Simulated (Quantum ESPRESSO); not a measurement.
# Parameter sweep on PtPb2 (I4/mcm, 6 atoms in the cell)

```yaml
crystal:
  lattice:
    - [-3.51089, 3.51089, 2.90599]
    - [3.51089, -3.51089, 2.90599]
    - [3.51089, 3.51089, -2.90599]
  atoms:
    - { symbol: Pt, position: [0.75000, 0.75000, 0.00000] }
    - { symbol: Pt, position: [0.25000, 0.25000, 0.00000] }
    - { symbol: Pb, position: [0.16066, 0.66066, 0.82132] }
    - { symbol: Pb, position: [0.83934, 0.33934, 0.17868] }
    - { symbol: Pb, position: [0.66066, 0.83934, 0.50000] }
    - { symbol: Pb, position: [0.33934, 0.16066, 0.50000] }
```

Base run A: LDA (PZ), GBRV 1.5 ultrasoft (LDA) pseudopotentials (Quantum ESPRESSO), self-consistent single point.

Its settings: ecutwfc = 40 Ry; ecutrho = 320 Ry; occupations = smearing; smearing = marzari-vanderbilt; degauss = 0.0073499 Ry; potentials = {Pt: pt_lda_v1.4.uspp.F.UPF, Pb: pb_lda_v1.uspp.F.UPF}; K_POINTS = automatic 4 4 4 1 1 1; conv_thr = 1e-09 Ry; mixing_beta = 0.7.

The starting cell comes from a database of computed structures (which also holds hypothetical and non-ambient phases and stackings), without a prior relaxation at this level. Spin polarisation is off. In the base run, with a pressure of about -5 GPa the cell is away from its equilibrium volume at this level.

Total energies depend on the potentials, the functional and any Hubbard or dispersion term, so they are compared only between runs that share all of them.

Runs:
- B: pseudopotentials: {Pt: pt_lda_v1.4.uspp.F.UPF, Pb: pb_lda_v1.uspp.F.UPF} → {Pt: pt_pbesol_v1.4.uspp.F.UPF, Pb: pb_pbesol_v1.uspp.F.UPF} [PBEsol]
- C: pseudopotentials: {Pt: pt_lda_v1.4.uspp.F.UPF, Pb: pb_lda_v1.uspp.F.UPF} → {Pt: pt_pbe_v1.4.uspp.F.UPF, Pb: pb_pbe_v1.uspp.F.UPF}; input_dft: default → blyp [BLYP]
- D: pseudopotentials: {Pt: pt_lda_v1.4.uspp.F.UPF, Pb: pb_lda_v1.uspp.F.UPF} → {Pt: pt_pbe_v1.4.uspp.F.UPF, Pb: pb_pbe_v1.uspp.F.UPF}; input_dft: default → wc [Wu-Cohen GGA]
- E: pseudopotentials: {Pt: pt_lda_v1.4.uspp.F.UPF, Pb: pb_lda_v1.uspp.F.UPF} → {Pt: pt_pbe_v1.4.uspp.F.UPF, Pb: pb_pbe_v1.uspp.F.UPF}; input_dft: default → vdw-df2 [vdW-DF2]
- F: pseudopotentials: {Pt: pt_lda_v1.4.uspp.F.UPF, Pb: pb_lda_v1.uspp.F.UPF} → {Pt: pt_pbe_v1.4.uspp.F.UPF, Pb: pb_pbe_v1.uspp.F.UPF}; input_dft: default → vdw-df-cx [vdW-DF-cx]
- G: pseudopotentials: {Pt: pt_lda_v1.4.uspp.F.UPF, Pb: pb_lda_v1.uspp.F.UPF} → {Pt: pt_pbe_v1.4.uspp.F.UPF, Pb: pb_pbe_v1.uspp.F.UPF}; input_dft: default → rvv10 [rVV10]

| run | pressure (GPa) | largest force (eV/Å) |
|---|---|---|
| A | -5.35 | 0.205 |
| B | -2.97 | 0.163 |
| C | 8.01 | 0.004 |
| D | -2.38 | 0.146 |
| E | 11.32 | 0.098 |
| F | ? | 0.140 |
| G | ? | 0.003 |

Problem. Fill in the missing entries.

Solution. 
- F, pressure (GPa): -2.53
- G, pressure (GPa): 3.86

Left out of this page: 3 runs of the series held back from this collection.
